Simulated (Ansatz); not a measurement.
WCo (model structure, Cmcm, No. 63, 4 atoms in the cell) was calculated with r²SCAN (Ansatz, a first-principles code, plane waves, PAW).

Numerical settings: plane-wave cutoff 560 eV, 20×20×14 k mesh (along the axes of the cell as run), Fermi–Dirac smearing 0.05 eV, spin-polarised with parallel moments, scalar-relativistic PAW data made under PBE.

Cell (relaxed at this level):

```
CELL_PARAMETERS angstrom
      1.34022    -4.72804     0.00000
      1.34022     4.72804     0.00000
      0.00000     0.00000     4.10593
ATOMIC_POSITIONS crystal
  W  0.65629 0.34371 0.25000
  Co 0.92441 0.07559 0.25000
  W  0.34371 0.65629 0.75000
  Co 0.07559 0.92441 0.75000
```
Starting moments (μB, in the order of the record's atoms W Co W Co): 0.0 3.0 0.0 3.0.

Question: Predict the bulk modulus B0.

Answer: 
bulk modulus B0: 262 GPa

The run finds no gap.

Note: the magnetic order was assumed, not searched for or taken from measurement; the bulk modulus is −V dP/dV from two relaxed cells at ±2 % in volume; the moments ended far under their starting size, a low-moment state that need not be the lowest; the relaxation could raise the start's symmetry but not lower it, so the cell can be a saddle point.

Spin–orbit coupling is not included.

Computed values are for the static lattice.

Cost on a shared machine: roughly 60 core-minutes.

A model structure was made by putting elements into a prototype or built by hand; it is no filed structure, need not be a known phase, and can be a saddle point held by its symmetry.
